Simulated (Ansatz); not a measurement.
# Habitual settings against a tight run: Rb₂AgBiI₆ (Fm-3m, 10 atoms in the cell)

Self-consistent single point.

```
CELL_PARAMETERS angstrom
      0.00000     6.06469     6.06469
      6.06469     0.00000     6.06469
      6.06469     6.06469     0.00000
ATOMIC_POSITIONS crystal
  Rb 0.75000 0.75000 0.75000
  Rb 0.25000 0.25000 0.25000
  Ag 0.50000 0.50000 0.50000
  Bi 0.00000 0.00000 0.00000
  I  0.74657 0.25343 0.25343
  I  0.25343 0.74657 0.74657
  I  0.25343 0.74657 0.25343
  I  0.74657 0.25343 0.74657
  I  0.25343 0.25343 0.74657
  I  0.74657 0.74657 0.25343
```

Method: PBEsol, default PAW files made with PBE (plane waves; Ansatz, an electronic-structure program).

Base settings: basis.ecutwfc = 30.9 Ry; kpoints.mp_grid.grid = 3 3 3; hamiltonian.xc = pbesol; hamiltonian.pseudopotentials = {kind: paw} (the program's default PAW files); scf.occupations.method = fixed.

Tight run (finer mesh or higher cutoff; not a proven limit): basis.ecutwfc: 30.9 Ry → 43.4 Ry; kpoints.mp_grid.grid: 3 3 3 → 5 5 5; scf.convergence.dr2_threshold: default (1e-07 eV) → 1e-09 eV. It gave top of the valence band (on the code's own zero) 4.18 eV; gap on the k-point mesh 0.96 eV; pressure -1.03 GPa; largest force (vector length) 0.086 eV/Å.

Quick runs, as changes from the base:
- A: the base itself
- B: kpoints.mp_grid.grid: 3 3 3 → 4 4 4; scf.occupations.method: fixed → methfessel_paxton; scf.occupations.width: default → 0.0367 Ry
- C: basis.ecutwfc: 30.9 Ry → 18.4 Ry; kpoints.mp_grid.grid: 3 3 3 → 1 1 1
- D: basis.ecutwfc: 30.9 Ry → 21.7 Ry; kpoints.mp_grid.grid: 3 3 3 → 4 4 4; scf.convergence.dr2_threshold: default (1e-07 eV) → 0.0001 eV

Energies are extrapolated to zero smearing width, which holds to low order in the width alone.

Dashes: gap of B, left out as unsure on this mesh or at this smearing.

Gaps are read on each run's own mesh, which may miss the band edges.

The count of work is k-points × plane waves × bands × iterations; it is no time. 

Pressures in the table are Ansatz's without its Pulay estimate, at a fixed set of plane waves; the tight run's value above holds the estimate.

The starting cell comes from a database of computed structures (which also holds hypothetical and non-ambient phases and stackings), without a prior relaxation at this level. Its lattice was rescaled by a random factor within 2.5 % of one. Spin-orbit coupling is off.

| run | energy less tight (meV/atom) | pressure less tight (GPa) | largest miss in a force vector (eV/Å) | gap on the mesh less tight (eV) | count of work / tight |
|---|---|---|---|---|---|
| A | 2.5 | -0.01 | 0.010 | 0.394 | 0.22 |
| B | 1.5 | -0.22 | 0.004 | – | 0.46 |
| C | 1151.8 | -18.90 | 0.723 | 1.144 | 0.028 |
| D | 80.8 | -3.14 | 0.005 | -0.228 | 0.19 |

Among the runs at the tight run's level, the energy misses run from 1.5 to 1151.8 meV/atom.

Left out of this page: 1 run of the series with a known weakness of the program; 1 run of the series outside the window shown, repeating another row's setting, or not comparable.

Keys are those of Ansatz 0.2.
